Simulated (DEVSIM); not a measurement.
Structure: Cr/Al2O3/p-Ge capacitor, at 300 K.

```
layer (left to right)  material  thickness (nm)  Na (cm⁻³)
---------------------  --------  --------------  ---------
1                         Al2O3            22.0          -
2                            Ge            7900     5.7e14
```

Metal gate on the left, work function 4.5 eV. Fixed charge at the semiconductor interface -9.4e10 cm⁻² (in units of +e); no interface traps.

The device is made up for the run: typed textbook-type constants, with dimensions and the other settings drawn at random. Values at 300 K.

| parameter | Al2O3 | Ge |
|---|---|---|
| gap (eV) | 6.8 | 0.664 |
| affinity (eV) | 1.35 | 4 |
| permittivity | 9 | 16 |
| Nc (cm⁻³) | - | 1.04e19 |
| Nv (cm⁻³) | - | 6e18 |

Simulated with DEVSIM: 1D Poisson equation in equilibrium, Boltzmann statistics, complete ionisation; no quantum confinement or tunnelling. Metal contacts follow the ideal Schottky-Mott rule: no Fermi-level pinning, no interface dipoles.

Question: Tabulate band edges, carrier densities and field at 0.35 V on the gate.

Answer: Energies count from the Fermi level of the right contact; mesh points crowd at the junctions.

```json
[
 {"x (μm)": "0.000", "Ec (eV)": "2.800", "Ev (eV)": "-4.000", "n (cm⁻³)": "< 1e2", "p (cm⁻³)": "< 1e2", "field (V/cm)": "30000"},
 {"x (μm)": "0.001645", "Ec (eV)": "2.805", "Ev (eV)": "-3.995", "n (cm⁻³)": "< 1e2", "p (cm⁻³)": "< 1e2", "field (V/cm)": "30000"},
 {"x (μm)": "0.005575", "Ec (eV)": "2.817", "Ev (eV)": "-3.983", "n (cm⁻³)": "< 1e2", "p (cm⁻³)": "< 1e2", "field (V/cm)": "30000"},
 {"x (μm)": "0.01335", "Ec (eV)": "2.840", "Ev (eV)": "-3.960", "n (cm⁻³)": "< 1e2", "p (cm⁻³)": "< 1e2", "field (V/cm)": "30000"},
 {"x (μm)": "0.02005", "Ec (eV)": "2.860", "Ev (eV)": "-3.940", "n (cm⁻³)": "< 1e2", "p (cm⁻³)": "< 1e2", "field (V/cm)": "30000"},
 {"x (μm)": "0.02187", "Ec (eV)": "2.865", "Ev (eV)": "-3.935", "n (cm⁻³)": "< 1e2", "p (cm⁻³)": "< 1e2", "field (V/cm)": "30000"},
 {"x (μm)": "0.02337", "Ec (eV)": "0.217", "Ev (eV)": "-0.447", "n (cm⁻³)": "2.4e15", "p (cm⁻³)": "1.8e11", "field (V/cm)": "6100"},
 {"x (μm)": "0.02971", "Ec (eV)": "0.220", "Ev (eV)": "-0.444", "n (cm⁻³)": "2.1e15", "p (cm⁻³)": "2.1e11", "field (V/cm)": "5900"},
 {"x (μm)": "0.04298", "Ec (eV)": "0.228", "Ev (eV)": "-0.436", "n (cm⁻³)": "1.5e15", "p (cm⁻³)": "2.8e11", "field (V/cm)": "5600"},
 {"x (μm)": "0.07802", "Ec (eV)": "0.246", "Ev (eV)": "-0.418", "n (cm⁻³)": "7.6e14", "p (cm⁻³)": "5.8e11", "field (V/cm)": "4900"},
 {"x (μm)": "0.1636", "Ec (eV)": "0.284", "Ev (eV)": "-0.380", "n (cm⁻³)": "1.8e14", "p (cm⁻³)": "2.5e12", "field (V/cm)": "4000"},
 {"x (μm)": "0.5212", "Ec (eV)": "0.382", "Ev (eV)": "-0.282", "n (cm⁻³)": "3.9e12", "p (cm⁻³)": "1.1e14", "field (V/cm)": "1700"},
 {"x (μm)": "1.270", "Ec (eV)": "0.423", "Ev (eV)": "-0.241", "n (cm⁻³)": "8.1e11", "p (cm⁻³)": "5.4e14", "field (V/cm)": "65"},
 {"x (μm)": "3.140", "Ec (eV)": "0.425", "Ev (eV)": "-0.239", "n (cm⁻³)": "7.7e11", "p (cm⁻³)": "5.7e14", "field (V/cm)": "≈ 0"},
 {"x (μm)": "6.494", "Ec (eV)": "0.425", "Ev (eV)": "-0.239", "n (cm⁻³)": "7.7e11", "p (cm⁻³)": "5.7e14", "field (V/cm)": "≈ 0"},
 {"x (μm)": "7.351", "Ec (eV)": "0.425", "Ev (eV)": "-0.239", "n (cm⁻³)": "7.7e11", "p (cm⁻³)": "5.7e14", "field (V/cm)": "≈ 0"},
 {"x (μm)": "7.702", "Ec (eV)": "0.425", "Ev (eV)": "-0.239", "n (cm⁻³)": "7.7e11", "p (cm⁻³)": "5.7e14", "field (V/cm)": "≈ 0"},
 {"x (μm)": "7.834", "Ec (eV)": "0.425", "Ev (eV)": "-0.239", "n (cm⁻³)": "7.7e11", "p (cm⁻³)": "5.7e14", "field (V/cm)": "≈ 0"},
 {"x (μm)": "7.898", "Ec (eV)": "0.425", "Ev (eV)": "-0.239", "n (cm⁻³)": "7.7e11", "p (cm⁻³)": "5.7e14", "field (V/cm)": "≈ 0"},
 {"x (μm)": "7.913", "Ec (eV)": "0.425", "Ev (eV)": "-0.239", "n (cm⁻³)": "7.7e11", "p (cm⁻³)": "5.7e14", "field (V/cm)": "≈ 0"},
 {"x (μm)": "7.919", "Ec (eV)": "0.425", "Ev (eV)": "-0.239", "n (cm⁻³)": "7.7e11", "p (cm⁻³)": "5.7e14", "field (V/cm)": "≈ 0"},
 {"x (μm)": "7.922", "Ec (eV)": "0.425", "Ev (eV)": "-0.239", "n (cm⁻³)": "7.7e11", "p (cm⁻³)": "5.7e14", "field (V/cm)": "≈ 0"}
]
```
